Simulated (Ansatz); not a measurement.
Cost and result by functional for the adsorption energy of SiH3 on the 1x1 (100) surface of rock-salt MgO (cut with top plane Mg + O), one in a 2x2 cell, started at the site 'top Mg', in Ansatz (plane waves, PAW). Single points on the PBE structure, on one kind of machine; costs are rough ratios of the slab run's core time (references not counted) to the cheapest single point. r2SCAN's cost holds its higher cutoff (500 against 420 eV). Differences are taken against r2SCAN for comparison alone: no measured value is at hand, so the table doesn't rank accuracy. The points keep PBE's geometry, so the relaxation of a polaron and the settling of charge on one site are left out.

Host crystal: rock-salt MgO, with a band gap (PBE, scalar-relativistic without spin-orbit coupling).

Model: 36-atom slab, 6.4 Å thick at the start under the adsorbate (thin: gaps and levels are the slab's own), 3x3x1 mesh, Fermi-Dirac 0.01 eV, dipole correction, 16 atoms held, the rest relaxed; start symmetry kept, larger cells not searched; spin-polarised, ending with about 1.0 μB a cell; orders that need a larger cell were not tried, no spin-orbit, no U, no dispersion correction. At the end it is bonded to 2 Mg. In PBE this state lies 0.08 eV over the lowest of the starts that converged ('bridge Mg-O (span 2.1 Å)'). These notes are the PBE run's. r2SCAN: The program's check for a lower electronic state was not made. Adsorption energies are against SiH4(g) − ½ H2(g). A negative adsorption energy means that the adsorbate is more stable on the surface than in its reference.

| functional | relative cost | adsorption energy (eV) | less r2SCAN (eV) |
|---|---|---|---|
| RPBE | 1 | 1.55 | 0.22 |
| r2SCAN | 1 | 1.33 | 0.00 |
| PBE (the relaxed run's value) | – | 1.44 | 0.10 |

The values span 0.22 eV, while the single points' costs differ by a factor of roughly 1. Differences are of unrounded values.

Ansatz is an electronic-structure program.
